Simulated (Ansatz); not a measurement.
Consider Mg in the hcp (Mg type) structure (space group P6_3/mmc, No. 194; a = 3.1865 Å, c = 5.2236 Å).

Method: PBE in Ansatz (plane waves to 420 eV, PAW, no spin-orbit coupling).

Base values:

- Volume per atom = 22.97 Å³

One thing is altered: a hydrostatic pressure of 0.3 GPa.

Task: Predict the new volume per atom.

Result: The volume per atom falls by 0.19 Å³ to 22.78 Å³.

Load acts through the strain it causes; cell and atoms are relaxed under it. Whether these cells are dynamically stable was not tested.

Ansatz is a first-principles code.
